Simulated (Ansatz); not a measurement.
Partial pair distribution functions of a relaxed model of amorphous Si$_{30}$N$_{40}$Ru, broadened by 0.06 Å; density 3.12 g/cm³. The numbers are results of PBE, scalar-relativistic without spin-orbit coupling (plane waves to 420 eV, PAW; Ansatz, a first-principles code), not measurements. In the spin-polarised cell the level spacing at the Fermi energy can part levels of unlike spin.

The cell was made by melting and quenching with the CHGNet potential and then relaxed with DFT. N atoms were pushed apart under 1.9 Å during the dynamics, to hinder bonds among them. The hot cell started wider than the set density and was brought back towards it in steps. It is the lowest in DFT energy of 2 quenches. It is a model cell: composition and starting density were chosen by hand, and all elements were melted together. No dispersion term was used. Its density started from a set value of 3.12 and ended at 3.12 g/cm³. Cooling (nominally 380 K/ps over its main leg) ran many orders faster than in experiment, which tends to leave more defects and strain. One small periodic cell is one sample of the glass; other quenches scatter about these values. The volume was held where the preparation left it and the shape relaxed, at a PBE pressure of 0.2 GPa. Stress components on the final sampling reach 0.5 GPa. On a 2×2×2 Γ-centred mesh force components of up to 0.15 eV/Å stay, since the relaxation ran on the zone centre alone.

| r (Å) | g Si-N | g N-Ru | g Si-Si | g N-N |
|---|---|---|---|---|
| 1.45 | 0.00 | 0.00 | 0.00 | 0.00 |
| 1.55 | 0.28 | 0.00 | 0.00 | 0.00 |
| 1.65 | 4.17 | 0.00 | 0.00 | 0.00 |
| 1.75 | 10.00 | 0.00 | 0.00 | 0.00 |
| 1.85 | 4.95 | 0.02 | 0.00 | 0.00 |
| 1.95 | 0.93 | 0.95 | 0.00 | 0.00 |
| 2.05 | 0.14 | 3.49 | 0.00 | 0.00 |
| 2.15 | 0.01 | 2.59 | 0.00 | 0.00 |
| 2.25 | 0.00 | 0.30 | 0.00 | 0.02 |
| 2.35 | 0.00 | 0.00 | 0.12 | 0.28 |
| 2.45 | 0.00 | 0.00 | 0.73 | 0.79 |
| 2.55 | 0.01 | 0.00 | 1.04 | 0.94 |
| 2.65 | 0.13 | 0.00 | 0.58 | 2.14 |
| 2.75 | 0.25 | 0.10 | 1.05 | 3.45 |
| 2.85 | 0.43 | 1.07 | 2.44 | 3.51 |
| 2.95 | 0.47 | 0.82 | 2.87 | 2.57 |
| 3.05 | 0.55 | 1.16 | 2.61 | 1.95 |
| 3.15 | 0.77 | 3.21 | 2.67 | 1.22 |
| 3.25 | 0.92 | 3.19 | 1.95 | 0.95 |
| 3.35 | 0.86 | 0.84 | 1.00 | 0.62 |
| 3.45 | 1.00 | 1.37 | 0.61 | 0.51 |
| 3.55 | 1.30 | 1.63 | 0.48 | 0.44 |
| 3.65 | 1.43 | 0.32 | 0.42 | 0.63 |
| 3.75 | 1.43 | 0.49 | 0.37 | 0.52 |
| 3.85 | 1.14 | 1.18 | 0.67 | 0.41 |
| 3.95 | 1.01 | 1.79 | 0.92 | 0.36 |
| 4.05 | 1.52 | 0.99 | 0.76 | 0.36 |
| 4.15 | 1.55 | 0.61 | 0.61 | 0.52 |
| 4.25 | 1.56 | 0.50 | 0.69 | 0.64 |
| 4.35 | 1.62 | 0.37 | 0.39 | 0.61 |
| 4.45 | 1.39 | 0.17 | 0.66 | 0.86 |
| 4.55 | 1.05 | 1.64 | 0.97 | 1.27 |

Within 2.14 Å each Si has 4.00 N neighbours on average.
